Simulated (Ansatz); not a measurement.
This Ansatz (a first-principles code) input is the reference run, V$_{3}$Si in the A15 (Cr3Si type) structure (space group Pm-3n, No. 223), computed with Ansatz, PBEsol, PAW, cutoff 420 eV, scalar-relativistic without spin-orbit coupling, earlier PAW set:

Ansatz 0.2 input:
```yaml
crystal:
  lattice:
    - [4.6498668403, 0, 0]
    - [0, 4.6498668403, 0]
    - [0, 0, 4.6498668403]
  atoms:
    - { symbol: V, position: [0.25, 0, 0.5] }
    - { symbol: V, position: [0.75, 0, 0.5] }
    - { symbol: V, position: [0, 0.5, 0.25] }
    - { symbol: V, position: [0, 0.5, 0.75] }
    - { symbol: V, position: [0.5, 0.25, 0] }
    - { symbol: V, position: [0.5, 0.75, 0] }
    - { symbol: Si, position: [0, 0, 0] }
    - { symbol: Si, position: [0.5, 0.5, 0.5] }
basis: { ecutwfc: 420, ecutrho_ratio: 4, xc_grid: 2, fft_grid_basis: typed }
kpoints: { mp_grid: { grid: [10, 10, 10] } }
hamiltonian:
  xc: pbesol
  dispersion: none
  pseudopotentials: { azcp: { folder: ./paw }, kind: paw }
scf: { occupations: { method: fermi_dirac, width: 0.05 }, convergence: { dr2_threshold: 0.0000000008 } }
output: { forces: true, stress: true }
checkpoint: { write: state.ck, write_every: 1000 }
```

Problem. Write the input for this change: every lattice vector is shortened by 1.50 %, atoms relaxed at fixed cell.

Solution. 
Ansatz 0.2 input:
```yaml
crystal:
  lattice:
    - [4.5801188377, 0, 0]
    - [0, 4.5801188377, 0]
    - [0, 0, 4.5801188377]
  atoms:
    - { symbol: V, position: [0.25, 0, 0.5] }
    - { symbol: V, position: [0.75, 0, 0.5] }
    - { symbol: V, position: [0, 0.5, 0.25] }
    - { symbol: V, position: [0, 0.5, 0.75] }
    - { symbol: V, position: [0.5, 0.25, 0] }
    - { symbol: V, position: [0.5, 0.75, 0] }
    - { symbol: Si, position: [0, 0, 0] }
    - { symbol: Si, position: [0.5, 0.5, 0.5] }
basis: { ecutwfc: 420, ecutrho_ratio: 4, xc_grid: 2, fft_grid_basis: typed }
kpoints: { mp_grid: { grid: [10, 10, 10] } }
hamiltonian:
  xc: pbesol
  dispersion: none
  pseudopotentials: { azcp: { folder: ./paw }, kind: paw }
scf: { occupations: { method: fermi_dirac, width: 0.05 }, convergence: { dr2_threshold: 0.0000000008 } }
relax: { f_tol: 0.005, max_steps: 50 }
output: { forces: true, stress: true }
checkpoint: { write: state.ck, write_every: 1000 }
```
This is the input that was run.

The cells carry an imposed strain or load. Stability against distortions was not tested. Starting moments died away, wholly or in part, for the base; another magnetic solution may exist. All final runs are without spin polarisation.
